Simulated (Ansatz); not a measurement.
MgInGaO4 (model structure, started from the InGaZnO4 type, R3m, No. 160, 7 atoms in the cell)

Method: LDA (Ansatz, an electronic-structure program, plane waves, PAW).

Settings: plane-wave cutoff 520 eV, 12×12×12 k mesh, Fermi–Dirac smearing 0.01 eV, scalar-relativistic PAW data made under PBE.

Cell (relaxed at this level):

```yaml
crystal:
  lattice:
    - [1.65389, 0.95487, 8.34075]
    - [-1.65389, 0.95487, 8.34075]
    - [0.00000, -1.90975, 8.34075]
  atoms:
    - { symbol: In, position: [0.99815, 0.99815, 0.99815] }
    - { symbol: Ga, position: [0.21233, 0.21233, 0.21233] }
    - { symbol: Mg, position: [0.78443, 0.78443, 0.78443] }
    - { symbol: O, position: [0.13494, 0.13494, 0.13494] }
    - { symbol: O, position: [0.87592, 0.87592, 0.87592] }
    - { symbol: O, position: [0.28857, 0.28857, 0.28857] }
    - { symbol: O, position: [0.70565, 0.70565, 0.70565] }
```

For MgInGaO4 (model structure, started from the InGaZnO4 type, R3m, No. 160, 7 atoms in the cell), the band gap comes out as 2.27 eV and the smallest direct gap on the k points sampled is 2.42 eV.

Note: the relaxation could raise the start's symmetry but not lower it, so the cell can be a saddle point.

Spin–orbit coupling is not included.

Static lattice: no zero-point or thermal effects.

A model structure was made by putting elements into a prototype or built by hand; it is no filed structure, need not be a known phase, and can be a saddle point held by its symmetry.
